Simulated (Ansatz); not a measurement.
**Pyrite PtAs₂**

Calculation: HSE06 in Ansatz (PAW).

Numerical settings: plane-wave cutoff 500 eV, 4×4×4 k mesh, gaussian smearing 0.02 eV, scalar-relativistic PAW data made under PBE.

Cell (relaxed with PBEsol):

PtAs₂ is taken in the cubic space group Pa-3 (No. 205), Pearson symbol cP12. Conventional cell: a = 5.981 Å, b = 5.981 Å, c = 5.981 Å, α = 90.00°, β = 90.00°, γ = 90.00°. As on 8c has 1 As at 2.422 Å and 3 Pt at 2.495 Å (tetrahedral). Pt on 4a sees 6 As at 2.495 Å (octahedral). (Neighbours: up to the widest gap in distance over summed covalent radii, below 1.35, at either atom; cation-cation and far metal-metal contacts left out.)

```json
{
 "band_gap": "0.95 eV (on the SCF k mesh)"
}
```

Note: cell and atoms aren't relaxed at this level.

Spin–orbit coupling is not included; with these elements it can move the gap by several tenths of an eV or more.

The computed numbers hold no vibrational or temperature effects.

Cost on a shared machine: about 5 core-minutes (a rough figure).

Ansatz is a quantum-chemistry and plane-wave program.
